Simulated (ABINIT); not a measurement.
Worked example: self-consistent single point of PtSe2 (P-3m1, 3 atoms in the cell) in ABINIT.

Method: PBEsol, PAW (JTH v2.0 PBE PAW, files made for PBE) (plane waves; ABINIT 10.0.3).

```xyz
3
Lattice="1.8187 -3.1502 0.0000 1.8187 3.1502 0.0000 0.0000 0.0000 4.9540" Properties=species:S:1:pos:R:3 pbc="T T T"
Pt     0.0000     0.0000     0.0000
Se     1.8187     1.0501     1.2633
Se     1.8187    -1.0501     3.6907
```

Reference input (self-consistent single point, DFT, PBE, plane waves, PAW (JTH v2.0 PBE PAW)): pseudos = [Pt.GGA_PBE-JTH.xml, Se.GGA_PBE-JTH.xml]; ecut = 571 eV; pawecutdg = 1143 eV; pawxcdev = 0; occopt = 3; tsmear = 0.02 eV; ngkpt = 8 8 5; nshiftk = 1; shiftk = 0 0 0; potentials = JTH v2.0 PBE PAW; nband = 16; kptopt = 1. This run's input differs from it in these lines:

```diff
@@ -20,2 +20,3 @@
 pawxcdev 0
+ixc -116133
 occopt 3
```

Log, with long lists cut:

```
--- !BeginCycle
solver: {iscf: 17, nstep: 60, nline: 4, wfoptalg: 10, }
tolerances: {toldfe: 1.00E-09, }
...

     iter   Etot(hartree)      deltaE(h)  residm     nres2
 ETOT  1  -46.181184305716    -4.618E+01 8.059E-02 2.070E+01
 ETOT  2  -46.362052209003    -1.809E-01 1.041E-02 2.237E+01
 ETOT  3  -46.256794483108     1.053E-01 7.845E-03 1.384E+00
 ETOT  4  -46.270752583608    -1.396E-02 2.445E-03 3.660E-01
 ETOT  5  -46.271123215039    -3.706E-04 1.171E-03 1.235E-01
   [... 5 lines left out ...]
 ETOT 11  -46.270969775462    -2.042E-07 1.228E-04 1.713E-06
 ETOT 12  -46.270969810974    -3.551E-08 3.216E-05 6.088E-07
 ETOT 13  -46.270969810461     5.128E-10 5.304E-05 1.540E-07
 ETOT 14  -46.270969810456     5.933E-12 1.325E-05 4.275E-09
 At SCF step   14, etot is converged :
  for the second time, diff in etot=  5.933E-12 < toldfe=  1.000E-09

 Cartesian components of stress tensor (hartree/bohr^3)
  sigma(1 1)= -4.81654943E-04  sigma(3 2)=  0.00000000E+00
  sigma(2 2)= -4.81654943E-04  sigma(3 1)=  0.00000000E+00
  sigma(3 3)= -2.71391643E-04  sigma(2 1)=  0.00000000E+00

 ----iterations are completed or convergence reached----

 reduced coordinates (array xred) for    3 atoms
       0.000000000000      0.000000000000      0.000000000000
       0.333333333333      0.666666666667      0.255000000000
       0.666666666667      0.333333333333      0.745000000000
 cartesian forces (eV/Angstrom) at end:
    1      0.00000000000000     0.00000000000000    -0.00000000000000
    2      0.00000000000000    -0.00000000000000     1.10567196635209
   [... lines left out ...]
 Fermi (or HOMO) energy (hartree) =   0.16470   Average Vxc (hartree)=  -0.41067
   [... lines left out ...]
'-kT*entropy'       : -4.51904134465015E-05
total_energy        : -4.62709493786867E+01
total_energy_eV     : -1.25909656511007E+03
...

-Cartesian components of stress tensor (GPa)         [Pressure=  1.2109E+01 GPa]
- sigma(1 1)= -1.41707753E+01  sigma(3 2)=  0.00000000E+00
- sigma(2 2)= -1.41707753E+01  sigma(3 1)=  0.00000000E+00
- sigma(3 3)= -7.98461646E+00  sigma(2 1)=  0.00000000E+00

 Calculation completed.
```

The run converged in 14 iterations. Against the reference run the pressure goes from 17.74 to 12.11 GPa and the largest force goes from 1.344 to 1.106 eV/Å.

The starting cell has typed, rounded lattice constants, without a prior relaxation at this level. Its lattice was rescaled by a random factor within 2.5 % of one. Spin polarisation is off. The potentials were made for another functional than the one used. With a pressure of about 12 GPa the cell is away from its equilibrium volume at this level. Forces in this geometry exceed 1 eV/Å.

Cost on one core of a shared machine: roughly 50 s.
